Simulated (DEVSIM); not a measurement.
Structure: abrupt GaSb n-p junction, at 300 K.

```
layer (left to right)  material  thickness (μm)  Nd (cm⁻³)  Na (cm⁻³)  τn (s)  τp (s)
---------------------  --------  --------------  ---------  ---------  ------  ------
1                          GaSb            17.0     5.3e16          -  6.4e-8  6.4e-8
2                          GaSb             260          -     2.5e15  6.4e-8  6.4e-8
```

Left contact: ohmic. Right contact: ohmic. Voltage is applied to the left contact. Recombination: SRH at mid-gap. Mobility is μmin + (μ − μmin)/(1 + (N/Nref)^α).

This is a model device: material constants are rounded textbook-type values typed into the input, and sizes, dopings and lifetimes were drawn at random. Values at 300 K.

| parameter | GaSb |
|---|---|
| gap (eV) | 0.726 |
| affinity (eV) | 4.06 |
| permittivity | 15.7 |
| Nc (cm⁻³) | 2.1e17 |
| Nv (cm⁻³) | 1.8e19 |
| μn (cm²/Vs) | 5000 |
| μp (cm²/Vs) | 850 |
| μn,min | 1000 |
| μp,min | 190 |
| Nref,n | 2.8e17 |
| Nref,p | 9e17 |
| αn | 1.05 |
| αp | 0.65 |

Simulated with DEVSIM: 1D drift-diffusion, Boltzmann statistics, complete ionisation; no tunnelling, impact ionisation, image-force lowering or self-heating.

The thickness of layer 2 was swept, all else fixed.

```
thickness of layer 2 (μm)  dark forward voltage at 1 A/cm² (V)
-------------------------  -----------------------------------
52                                                       0.313
91                                                       0.326
160                                                      0.345
260                                                      0.376
440                                                      0.430
780                                                      0.531
1300                                                     0.685
```

From the first row to the last the dark forward voltage at 1 A/cm² goes from 0.313 to 0.685.
